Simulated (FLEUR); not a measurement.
Input and output of a self-consistent single point for Zr (P6_3/mmc, 2 atoms in the cell) (FLEUR).

Method: PBEsol, all-electron FLAPW (FLEUR), scalar-relativistic valence.

```yaml
crystal:
  lattice:
    - [3.20587, 0.00000, 0.00000]
    - [-1.60293, 2.77636, 0.00000]
    - [0.00000, 0.00000, 5.11895]
  atoms:
    - { symbol: Zr, position: [0.33333, 0.66667, 0.25000] }
    - { symbol: Zr, position: [0.66667, 0.33333, 0.75000] }
```

Reference input (self-consistent single point, DFT, PBE, all-electron FLAPW (FLEUR), scalar-relativistic valence): Kmax = 3.8 1/bohr; GmaxXC = 15.2 1/bohr; xcFunctional = pbe; jspins = 1; l_soc = F; mode = hist; fermiSmearingEnergy = 0.00367493 Htr; mesh (inpgen div1-3) = 16 16 9; inpgen gamma flag = true; Gmax = 15.2 1/bohr; numbands = 0; maxIterBroyd = 25. This run's input differs from it in these lines:

```diff
@@ -14,2 +14,3 @@
 &comp jspins=1 /
+&exco xctyp='PBEs' /
 &kpt div1=16 div2=16 div3=9 gamma=t /
@@ -26,3 +27,3 @@
       <coreElectrons ctail="T" frcor="F" kcrel="0" coretail_lmax="0"/>
-      <xcFunctional name="pbe" relativisticCorrections="F"/>
+      <xcFunctional name="PBEs" relativisticCorrections="F"/>
       <magnetism jspins="1"/>
```

Log, with long lists cut:

```
 Iteration:     1   Distance:       4.49836002 me/bohr^3
 Iteration:     2   Distance:       4.14843067 me/bohr^3
 Iteration:     3   Distance:       1.47965831 me/bohr^3
 Iteration:     4   Distance:       0.46694632 me/bohr^3
 Iteration:     5   Distance:       0.35348042 me/bohr^3
   [... 5 lines left out ...]
 Iteration:    11   Distance:       0.00005704 me/bohr^3
 Iteration:    12   Distance:       0.00001547 me/bohr^3
 Iteration:    13   Distance:       0.00001046 me/bohr^3
 Iteration:    14   Distance:       0.00000045 me/bohr^3
 Run finished successfully
 Stop message:
   Structural relaxation: Done

[file out, last iteration]
             iter=     15
[...]
          total density-effective poten   -1.1687500570E+04
          total charge density-energy d   -2.2458105603E+02
 Updated energy parameters for spin:           1
[...]
 fermi energy and band-weighting factors:
    0.477673    0.477673    0.564647

[...]
FERMIE:
          first approx. to ef    (T=0)  :   0.396908 htr   (energy of the highest occ. eigenvalue)
          number of occ. states  (T=0)  :       1783
          first approx. to seigv (T=0)  :  -9.864423 htr
          sum of weights of occ. states :  12.007812
          sum of semicore charge        :   0.000000 e
FERHIS:  Fermi-Energy by histogram:
          bandgap                     :   0.000272 htr
   [... lines left out ...]
          charge neutrality (T=0)     :   0.015625    (zero if the highest occ. eigenvalue is "entirely" occupied)
     EF_NEWTON:  Adjust Fermi-Energy by Newton-Method.
 Direct bandgap for spin            1 :    2.5429554985487157E-003  Htr
   [... lines left out ...]
 ---->    (input%tkb*entropy) TS=              0.0025307468 htr
 ---->    free energy=                     -7194.3760418551 htr
      extrapolation for T->0
 ---->    total electron energy=           -7194.3747764817 htr
 ***** TOTAL FORCES ON ATOMS *****
 TOTAL FORCE FOR ATOM TYPE=  1  X=  3.029   Y= -1.749   Z=  2.418
                       FX_TOT= 0.000000 FY_TOT= 0.000000 FZ_TOT= 0.000000
 Structural relaxation: Done
```

The run converged in 14 iterations. FLEUR gives forces in its relaxation mode, with a further iteration, so its stop message speaks of a relaxation. 

The starting cell comes from a database of computed structures (which also holds hypothetical and non-ambient phases and stackings), without a prior relaxation at this level. Its lattice was rescaled by a random factor within 2.5 % of one. Values depend on the basis (sphere radii, cutoffs, local orbitals), which need not be converged. The log's line on a gap gives a spacing of levels on this mesh, which the program prints for metals too.

Cost on one core of a shared machine: roughly 2 min.
